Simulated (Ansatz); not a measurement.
Results of revPBE in Ansatz (PAW) for AlB2-type HfB2.

Run with plane-wave cutoff 520 eV, 24×24×18 k mesh (along the axes of the cell as run), Fermi–Dirac smearing 0.087 eV (set by the program), scalar-relativistic PAW data made under PBE.

Computed at the level's own relaxed cell.

Hill averages of the elastic tensor: K = 241.2 GPa, G = 235.4 GPa. Volume 10.086 Å³/atom, mean atomic mass 66.704 u.

**Question.** Work out the density, the sound velocities of a polycrystal and the elastic Debye temperature, and Pugh's ratio at this level.

**Answer.** ρ = 1.66054 × 66.704/10.086 = 10.982 g/cm³. v_l = √[(K + 4G/3)/ρ] = 7.109 km/s and v_t = √(G/ρ) = 4.630 km/s. The mean follows from 3/v_m³ = 1/v_l³ + 2/v_t³: v_m = 5.076 km/s. Θ_D = (ħ/k_B) v_m (6π²/V)^(1/3) = 76.38 K Å s/km × 5.076 × 1.8040 Å⁻¹ = 699 K, counting all atoms of the cell. K/G = 1.02, to be set beside Pugh's rough bound of 1.75 between brittle and ductile metals.

Ansatz is an electronic-structure program.
